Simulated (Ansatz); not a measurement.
Results of LDA (Ansatz, a quantum-chemistry and plane-wave program, PAW) for NbON (P1, No. 1, 24 atoms in the cell; start mp-781710; a measured phase of this formula has another space group).

Run with plane-wave cutoff 520 eV, 8×8×4 k mesh (along the axes of the cell as run), Fermi–Dirac smearing 0.01 eV, no spin polarisation, scalar-relativistic PAW data made under PBE.

Cell (relaxed at this level):

```xyz
24
Lattice="4.9222 0.0130 -0.0004 0.8953 5.0662 -0.0044 0.0034 0.0332 9.9944" Properties=species:S:1:pos:R:3 pbc="T T T"
Nb     1.8784     4.9167     4.9082
Nb     3.9620     0.1980     2.4231
Nb     3.9104     0.1811     7.3664
Nb     1.9054     4.8861     9.8960
Nb     4.3521     2.7469     0.4145
Nb     4.4008     2.7108     5.3904
Nb     1.4398     2.3826     2.8976
Nb     1.4878     2.4333     7.9347
N      4.8808     1.4003     3.9189
N      0.4948     1.1805     1.3368
N      0.4759     1.1595     6.3785
N      2.7133     3.0528     9.2702
N      5.3231     3.9335     3.8846
N      5.2939     3.9777     8.8701
N      0.9531     3.7120     1.4459
N      0.9459     3.7072     6.4223
O      2.2550     0.5127     3.5405
O      3.5682     4.5798     1.0703
O      2.2225     0.5287     8.5187
O      3.5649     4.5790     6.0324
O      4.8719     1.4182     8.9088
O      3.1288     2.0594     1.8037
O      3.1254     2.0587     6.7638
O      2.6976     3.0461     4.2782
```

Problem. Predict the band gap and smallest direct gap on the k points sampled.

Solution. 
band gap: 1.47 eV
smallest direct gap on the k points sampled: 1.62 eV

Spin–orbit coupling is not included.

The computed numbers hold no vibrational or temperature effects.

It cost roughly 8 core-minutes of CPU time.

A start named mp-… is a Materials Project structure, which need not be a measured phase.
